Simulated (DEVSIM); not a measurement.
Device: Au/AlN/SiO2/n-Si capacitor, at 300 K.

```csv
layer (left to right),material,thickness (nm),Nd (cm⁻³)
1,AlN,6.00,-
2,SiO2,1.00,-
3,Si,11000,2.8e15
```

Metal gate on the left, work function 5.1 eV. Fixed charge at the semiconductor interface -9.9e11 cm⁻² (in units of +e); no interface traps.

Constants are typed, rounded textbook-type inputs, not results; the design itself was drawn at random and stands for no fabricated device. Values at 300 K; Nc and Nv go as T^1.5, mobilities as T to minus their exponent, the gap by Varshni's rule with the affinity fixed.

```csv
parameter,AlN,SiO2,Si
gap (eV),6.1,9,1.124
affinity (eV),1.9,0.9,4.05
permittivity,8.5,3.9,11.7
Nc (cm⁻³),-,-,2.86e19
Nv (cm⁻³),-,-,3.1e19
Varshni α (eV/K),-,-,0.000473
Varshni β (K),-,-,636
```

Simulated with DEVSIM: 1D Poisson equation in equilibrium, Boltzmann statistics, complete ionisation; no quantum confinement or tunnelling. Metal contacts follow the ideal Schottky-Mott rule: no Fermi-level pinning, no interface dipoles.

The temperature was swept, all else fixed.

| temperature (K) | threshold voltage (band bending 2φF) (V) | flat-band voltage (V) | minimum of the low-frequency capacitance (μF/cm²) |
|---|---|---|---|
| 250 | 0.25 | 1.03 | 0.0196 |
| 300 | 0.31 | 0.98 | 0.0211 |
| 350 | 0.38 | 0.94 | 0.0243 |
| 400 | 0.44 | 0.89 | 0.0299 |
| 450 | 0.51 | 0.84 | 0.0368 |
| 500 | 0.58 | 0.79 | 0.0562 |

From the first row to the last the threshold voltage (band bending 2φF) goes from 0.25 to 0.58. From the first row to the last the flat-band voltage goes from 1.03 to 0.79.
